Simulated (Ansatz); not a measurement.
The parent structure is Sc in the hcp (Mg type) structure (space group P6_3/mmc, No. 194; a = 3.2754 Å, c = 5.1051 Å; relaxed with 0.1 eV smearing). Axes: x lies along a and z along c of the hexagonal cell.

Calculations: Kohn–Sham DFT with the PBEsol functional, run in Ansatz (a program for electronic structure) with PAW and 420 eV plane waves, no spin-orbit coupling.

The change: an isotropic linear strain of +1.50 %; the atoms relax in the strained cell.

Problem. Predict the stress tensor and what it implies for the stiffness.

Solution. Stress of the strained cell less that of the base (GPa, compression positive):
```
   -2.4     0.0     0.0
    0.0    -2.4     0.0
    0.0     0.0    -2.3
```

Then B = −ΔP/(ΔV/V₀) with ΔV/V₀ = 0.0457 gives secant stiffness values (nonlinear terms included at this strain): B (at held cell shape, above the free-shape value) ≈ 51 GPa.

As a check, the harmonic strain energy −½ V₀ Δσ:ε is 7.8 meV/atom; the computed energy rise is 8.2 meV/atom.

Stability against distortions was not tested. All final runs are without spin polarisation.
